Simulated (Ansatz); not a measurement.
Band-edge transport in monolayers: monolayer SnO under several functionals (Ansatz, a first-principles code, without spin-orbit coupling). The PBE cell:

```cif
data_O2Sn2
_chemical_formula_sum 'Sn2 O2'
_space_group_name_H-M_alt 'P 1'
_space_group_IT_number 1
_cell_length_a 3.84875
_cell_length_b 3.84875
_cell_length_c 18.22537
_cell_angle_alpha 90.000
_cell_angle_beta 90.000
_cell_angle_gamma 90.000
loop_
_space_group_symop_operation_xyz
  'x, y, z'
loop_
_atom_site_label
_atom_site_type_symbol
_atom_site_fract_x
_atom_site_fract_y
_atom_site_fract_z
_atom_site_occupancy
Sn1 Sn 0.50000 0.00000 0.56448 1
Sn2 Sn 0.00000 0.50000 0.43552 1
O1 O 0.00000 0.00000 0.50000 1
O2 O 0.50000 0.50000 0.50000 1
```

| Functional | cell relaxed with | band gap | electron conductivity mass | hole conductivity mass |
|---|---|---|---|---|
| PBE | PBE | 3.03 eV | 0.93 mₑ | 6.9 mₑ |
| r2SCAN | r2SCAN | … | … | … |

**Question.** Given the cheaper levels, estimate the r2SCAN row.

**Answer.** 
- r2SCAN, band gap: 3.44 eV
- r2SCAN, electron conductivity mass: 1.06 mₑ
- r2SCAN, hole conductivity mass: 5.2 mₑ

For the band gap, PBE gives 3.03 eV and r2SCAN 3.44 eV: PBE lies 12 % below.

Masses are for dilute carriers at 300 K, harmonic means over directions unless an axis is named. Spin-orbit coupling is left out.
